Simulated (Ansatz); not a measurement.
A dielectric-response calculation of InSe (R3m, 4 atoms in the cell) with Ansatz (a first-principles code).

Computed with LDA (PW92), default PAW files made with PBE (plane waves; Ansatz).

```
CELL_PARAMETERS angstrom
      2.01323     1.16234     8.56548
     -2.01323     1.16234     8.56548
      0.00000    -2.32468     8.56548
ATOMIC_POSITIONS crystal
  In 0.11035 0.11035 0.11035
  In 0.00183 0.00183 0.00183
  Se 0.61971 0.61971 0.61971
  Se 0.82581 0.82581 0.82581
```

Reference input (self-consistent single point, DFT, LDA (PW92), plane waves, default PAW files made with PBE): basis.ecutwfc = 420 eV; kpoints.mp_grid.grid = 7 7 7; hamiltonian.xc = lda; hamiltonian.pseudopotentials = {kind: paw} (the program's default PAW files); scf.occupations.method = fixed. This run's input differs from it in these lines:

Ansatz 0.2 input:
```diff
@@ -13,3 +13,3 @@
 kpoints:
-  mp_grid: { grid: [7, 7, 7] }
+  mp_grid: { grid: [6, 6, 6] }
 hamiltonian:
@@ -19,6 +19,4 @@
   occupations: { method: fixed }
-output:
-  forces: true
-  eigenvalues: true
-  stress: true
+dielectric:
+  field_mesh: kpoints
```

Output (repeated stretches shortened):

```
SCF iter   1: F=—  HF=-21682.713407 eV  |F-HF|=—  |Δ(HF+E_count)|=         —  Δρ=6.71e-3  dr2=5.53e-2  ethr=1.77e-3  ⟨swp⟩=4.9  Hψ=8738  notcnv=0  defer=272
all-band conjugate gradients solve this SCF's bands
preconditioner: auto → Resta (q_TF=auto, 2.416 Å⁻¹)
SCF iter   2: F=—  HF=-21682.699516 eV  |F-HF|=—  |Δ(HF+E_count)|=   1.39e-2  Δρ=2.78e-3  dr2=5.29e-3  ethr=9.54e-5  ⟨swp⟩=3.0  Hψ=4352  notcnv=0  defer=272
   [... lines left out ...]
SCF iter   7: F=—  HF=-21682.698337 eV  |F-HF|=—  |Δ(HF+E_count)|=   5.54e-8  Δρ=2.94e-6  dr2=1.43e-8  ethr=3.10e-10  ⟨swp⟩=2.0  Hψ=3596  notcnv=0  defer=76
SCF iter   8: F=—  HF=-21682.698337 eV  |F-HF|=—  |Δ(HF+E_count)|=   8.36e-9  Δρ=1.21e-6  dr2=3.60e-9  ethr=2.46e-11  ⟨swp⟩=2.0  Hψ=4276  notcnv=0  defer=76
SCF iter   9: F=—  HF=-21682.698337 eV  |F-HF|=—  |Δ(HF+E_count)|=   1.19e-9  Δρ=3.97e-7  dr2=2.62e-10  ethr=6.21e-12  ⟨swp⟩=2.0  Hψ=4276  notcnv=0  defer=76
SCF iter  10: F=-21682.698337 eV  HF=-21682.698337 eV  |F-HF|=2.18e-11  |Δ(HF+E_count)|=  1.75e-10  Δρ=1.16e-7  dr2=2.40e-11  ethr=1.00e-12  ⟨swp⟩=8.8  Hψ=8096  notcnv=0
SCF 1 converged in 10 iterations: F = -21682.698337 eV  dr2 = 2.40e-11
DFPT response loops at Γ: preconditioner auto → Resta (q_TF=auto, 2.416 Å⁻¹)  ε∞=15.7 (no band partly filled) …
   [... lines left out ...]
WARN: field response: the 6×6×6 k-mesh looks too coarse for the field response at k = (-0.5000, -0.5000, -0.5000), direct gap 0.244 eV …
Free energy (F): -21682.698337 eV
Fermi energy:    6.573514 eV
   [... lines left out ...]
         0.00000   -2.39486    0.00000
         0.00000    0.00000   -1.01135
    site 3:
        -2.38812    0.00000   -0.00000
         0.00000   -2.38812    0.00000
         0.00000    0.00000   -0.93662
  Z* charge neutrality: 6.996e-6 e pre-enforcement
  k-mesh period / interband length: 53.3 Å / 6.49 Å = 8.20 at k = (-0.5000, -0.5000, -0.5000), direct gap 0.244 eV — UNDER 14: by this measure the k-mesh is too coarse for the response
```

The run converged in 10 iterations. 

Summary of the result:
```
Property                                                                                                                Result
----------------------------------------------------------------------------------------  ------------------------------------
Free energy E − TS (on the zero of these files)                                                                 -21682.6983 eV
Top of the valence band (on the code's own zero)                                                                       6.57 eV
Gap on the k-point mesh                                                                                                0.24 eV
ε∞ at this k-point mesh, which may be far from converged in small-gap cells (xx, yy, zz)                      7.97, 7.97, 11.2
Born charges at this mesh (mean of the diagonal, e)                                       In 1.90, In 1.94, Se -1.93, Se -1.90
```

The starting cell comes from a database of computed structures (which also holds hypothetical and non-ambient phases and stackings), without a prior relaxation at this level. Its lattice was rescaled by up to half a per cent.

Cost on one core of a shared machine: roughly 5 min.
